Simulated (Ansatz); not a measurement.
Start from Si in the diamond structure (space group Fd-3m, No. 227; a = 5.4338 Å). Axes: x, y, z lie along the cube axes.

Method: PBEsol (Ansatz, a first-principles code), without spin-orbit coupling.

Base values:

Valley order: a point along ⟨100⟩, about 1.0 Å⁻¹ from Γ 0.47 eV; L along ⟨111⟩ 1.46 eV
Smallest direct gap: 2.52 eV
Pressure: -0.01 GPa

One thing is altered: tensile biaxial strain of 0.53 % in the plane normal to [111], as in epitaxy on a mismatched substrate; the out-of-plane cell vector and the atoms relax.

Task: What happens to the valley order, smallest direct gap, out-of-plane strain and pressure?

Result: The valley order (the lowest conduction-band minima on the path, energy above the VBM, named in the base's zone) becomes a point along [001], about 1.0 Å⁻¹ from Γ 0.43 eV; L along [111] 1.30 eV; L along [1-11] 1.41 eV (base: a point along ⟨100⟩, about 1.0 Å⁻¹ from Γ 0.47 eV; L along ⟨111⟩ 1.46 eV); the smallest direct gap decreases by 0.08 eV to 2.44 eV; the out-of-plane strain is -0.25 %; the pressure (mean of the normal stresses, compression positive) falls by 0.748 GPa (-0.01 GPa → -0.75 GPa).

Whether these cells are dynamically stable was not tested.
